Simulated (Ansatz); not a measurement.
The parent structure is SrHfN2 (space group R-3m, No. 166; a = 3.320 Å, c = 17.583 Å (hexagonal axes); a cell from a computed database, its experimental status unchecked). Axes: x lies along a and z along c of the hexagonal cell.

Perturbation: the cell is compressed by 5.44 % along y with no lateral relaxation; the atoms relax in the strained cell.

Levels (all Ansatz, a first-principles code, PAW): PBEsol (420 eV, no spin-orbit coupling); r2SCAN (500 eV, spin-orbit coupling left out).

The geometry is relaxed with PBEsol.

* **PBEsol band gap**: zero
* **PBEsol pressure**: 10.5 GPa
* **PBEsol gap character**: absent

### Question
How does going to r2SCAN change the band gap, pressure, gap character and hole mass?

### Answer
The band gap becomes 0.11 eV (PBEsol: zero); the pressure grows by 4.4 GPa (10.5 GPa → 14.9 GPa); the gap character changes from absent to indirect, Γ → Y₂; the hole mass amounts to 0.53 mₑ along x, 0.22 mₑ along y, 1.0 mₑ along z (at Γ).

Single points use the geometry relaxed with PBEsol. Their cutoffs differ, which shifts pressures a little. A case with no gap was solved on a k-mesh chosen for an insulator, which is coarse for it. With Hf present, leaving out spin-orbit coupling can change the band edges. Masses are band curvatures over ±0.01 Å⁻¹ around the edge. Stability against distortions was not tested. All final runs are without spin polarisation. A zero or small gap of SrHfN2 can be the functional's error rather than a property of the material. k-point labels follow each cell's own Brillouin zone.
